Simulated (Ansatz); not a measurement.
## YGe (model structure, started from the NbAs type, I4₁/amd, No. 141, 4 atoms in the cell): properties by level of theory

| level (code) | equilibrium lattice constant a (Å) | c axis length (Å) |
|---|---|---|
| PBE (Ansatz) | 4.189 | 10.559 |
| PBEsol (Ansatz) | 4.139 | 10.341 |
| PBE-D3(BJ) (Ansatz) | 4.147 | 10.351 |

Ansatz's density-functional and Hartree–Fock values are scalar-relativistic unless marked +SOC, with PAW data made under PBE.

Static lattice: no zero-point or thermal effects.

A model structure was made by putting elements into a prototype or built by hand; it is no filed structure, need not be a known phase, and can be a saddle point held by its symmetry.

Ansatz is a program for electronic structure.
